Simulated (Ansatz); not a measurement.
This Ansatz (a program for electronic structure) input is the reference run, ZnSiP2 in the chalcopyrite structure (space group I-42d, No. 122), computed with Kohn–Sham DFT with the r2SCAN functional, run in Ansatz with PAW and 500 eV plane waves, no SOC:

Ansatz 0.2 input:
```yaml
crystal:
  lattice:
    - [-2.6887555599, 2.6887555599, 5.2330250816]
    - [2.6887555599, -2.6887555599, 5.2330250816]
    - [2.6887555599, 2.6887555599, -5.2330250816]
  atoms:
    - { symbol: Zn, position: [0.75, 0.25, 0.5] }
    - { symbol: Zn, position: [0, 0, 0] }
    - { symbol: Si, position: [0.25, 0.75, 0.5] }
    - { symbol: Si, position: [0.5, 0.5, 0] }
    - { symbol: P, position: [0.141807011, 0.125, 0.516807011] }
    - { symbol: P, position: [0.608192989, 0.625, 0.483192989] }
    - { symbol: P, position: [0.375, 0.858192989, 0.983192989] }
    - { symbol: P, position: [0.875, 0.391807011, 0.016807011] }
basis: { ecutwfc: 500, ecutrho_ratio: 4, xc_grid: 4, fft_grid_basis: typed }
kpoints: { mp_grid: { grid: [9, 9, 9] } }
hamiltonian:
  xc: r2scan
  dispersion: none
  pseudopotentials: { kind: paw }
scf: { occupations: { method: fermi_dirac, width: 0.05 }, convergence: { dr2_threshold: 0.0000000008 } }
output: { forces: true, stress: true }
```

Write the input for this change: compressive biaxial strain of 3.56 % in the plane normal to [001], as in epitaxy on a mismatched substrate; the out-of-plane cell vector and the atoms relax.


Ansatz 0.2 input:
```yaml
crystal:
  lattice:
    - [5.1860717239, 0, 0]
    - [0, 5.1860717239, 0]
    - [2.593035862, -2.593035862, 5.3261729281]
  atoms:
    - { symbol: Zn, position: [0.25, 0.25, 0.5] }
    - { symbol: Zn, position: [0, 0, 0] }
    - { symbol: Si, position: [0.75, 0.75, 0.5] }
    - { symbol: Si, position: [0.5, 0.5, 0] }
    - { symbol: P, position: [0.391807011, 0.625, 0.75] }
    - { symbol: P, position: [0.858192989, 0.125, 0.75] }
    - { symbol: P, position: [0.125, 0.391807011, 0.25] }
    - { symbol: P, position: [0.625, 0.858192989, 0.25] }
basis: { ecutwfc: 500, ecutrho_ratio: 4, xc_grid: 4, fft_grid_basis: typed }
kpoints: { mp_grid: { grid: [9, 9, 9] } }
hamiltonian:
  xc: r2scan
  dispersion: none
  pseudopotentials: { kind: paw }
scf: { occupations: { method: fermi_dirac, width: 0.05 } }
relax: { f_tol: 0.005, max_steps: 50, cell: { stress_tol: 0.01, fix: [a, b, gamma] } }
output: { forces: true, stress: true }
checkpoint: { write: state.ck, write_every: 1000 }
```
This is the input that was run; other choices of cell and start would serve too.

Stability against distortions was not tested.
